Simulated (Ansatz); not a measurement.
A user runs Ansatz (a first-principles code) on GeRh (P6_3/mmc, 4 atoms in the cell) and asks whether the run is sound. The aim is a self-consistent single point with DFT, PBE, plane waves, default PAW files.

Cell that was meant: a = 3.8378 Å, b = 3.8378 Å, c = 5.3489 Å, α = 90.00°, β = 90.00°, γ = 120.00°.

Part of the input:

```yaml
crystal:
  lattice:
    - [2.03086400, 0.00000000, 0.00000000]
    - [-1.01543200, 1.75877900, 0.00000000]
    - [0.00000000, 0.00000000, 2.83052700]
  atoms:
    - { symbol: Rh, position: [0.00000000, 0.00000000, 0.00000000] }
    - { symbol: Rh, position: [0.00000000, 0.00000000, 0.50000000] }
```

Output, abridged:

```
   [... lines left out ...]
Symmetry: 24 space group operations
Space group: P63/mmc (ITA 194), of the structure as read, at distance tolerance 2.2e-5 Å
k-points: 24 of 196
Initial density: superposition of atomic densities (neutral atoms: chi_scale 0, normalization atom), corrected by the library's trained network
Initial wavefunctions: pseudopotential atomic-orbital guess
Eigensolver: davidson
Functional: x = pbe(κ = 0.804, μ = 0.2195149727645171), c = pbe(β = 0.06672455060314922)
SCF iter   1: F=—  HF=-20885.167002 eV  |F-HF|=—  |Δ(HF+E_count)|=         —  Δρ=2.60e0  dr2=2.11e2  ethr=1.77e-3  ⟨swp⟩=17.0  Hψ=7458  notcnv=0  defer=11
all-band conjugate gradients solve this SCF's bands
preconditioner: auto → LDOS
SCF iter   2: F=—  HF=-20836.597626 eV  |F-HF|=—  |Δ(HF+E_count)|=    4.86e1  Δρ=7.56e-1  dr2=2.26e1  ethr=1.77e-3  ⟨swp⟩=12.6  Hψ=6749  notcnv=0  defer=39
   [... lines left out ...]
SCF iter   6: F=—  HF=-20816.167205 eV  |F-HF|=—  |Δ(HF+E_count)|=   3.85e-5  Δρ=1.29e-3  dr2=6.15e-5  ethr=4.77e-6  ⟨swp⟩=4.5  Hψ=2153  notcnv=0  defer=31
SCF iter   7: F=—  HF=-20816.167294 eV  |F-HF|=—  |Δ(HF+E_count)|=   8.97e-5  Δρ=1.94e-4  dr2=1.09e-6  ethr=9.92e-8  ⟨swp⟩=6.9  Hψ=2866  notcnv=1  defer=31
SCF iter   8: F=-20816.167276 eV  HF=-20816.167276 eV  |F-HF|=8.72e-8  |Δ(HF+E_count)|=   1.79e-5  Δρ=4.14e-5  dr2=4.70e-8  ethr=1.61e-10  ⟨swp⟩=38.9  Hψ=12327  notcnv=0
SCF 1 converged in 8 iterations: F = -20816.167276 eV  dr2 = 4.70e-8
Free energy (F): -20816.167276 eV
Internal energy: -20816.142285 eV  (E = F + TS)
E sigma→0 (E₀):  -20816.154781 eV
Entropy (-TS):   -0.024991 eV (-6.248 meV/atom)
Fermi energy:    119.652217 eV
--- Forces (eV/Å), atoms counted from 1 ---
  atom   1  Rh    -0.00000000     0.00000000    -0.00000000
   [... zero for the other atoms too ...]
--- Stress (GPa, compression-positive) ---
    15767.563513      -0.000000      -0.000000
       -0.000000   15767.563513      -0.000000
       -0.000000      -0.000000   18628.056728
  P = ⅓ Tr σ = 16721.0613 GPa (167210.613 kbar)
  The stress holds the Pulay correction. Without it, at fixed plane waves, as pw.x and ABINIT print it: P = 16652.3436 GPa
```

### Question
Is this run sound? If not, what is wrong?

### Answer
The run is not sound. The fault is this: lattice multiplied by the bohr radius once too often. Bohr and ångström differ by a factor of 1.89; the cell that the program reads is then far too large or far too small. To fix it, give the lengths in the unit that the key or card expects. The run converged in 8 iterations without an error; against the sound input the free energy goes up by 145 eV/atom and the pressure goes from -5.24 to 16720 GPa.

The sound input it was made from differs as follows (other fixes are possible):
```diff
-    - [2.03086400, 0.00000000, 0.00000000]
-    - [-1.01543200, 1.75877900, 0.00000000]
-    - [0.00000000, 0.00000000, 2.83052700]
+    - [3.83777600, 0.00000000, 0.00000000]
+    - [-1.91888800, 3.32361100, 0.00000000]
+    - [0.00000000, 0.00000000, 5.34892000]
```

With that input, the run converged in 7 iterations: free energy E − TS (on the zero of these files) -21397.3994 eV; Fermi level (on the code's own zero) 14.41 eV; pressure -5.24 GPa (DFT, PBE, plane waves, default PAW files).

On the sound input: the starting cell was generated: these elements placed on a structure prototype, without a prior relaxation; it need not be a known phase or ordering of this composition. Spin polarisation is off. With a pressure of about -5 GPa the cell is away from its equilibrium volume at this level. Ansatz's pressure includes its estimate of the finite-basis (Pulay) stress.
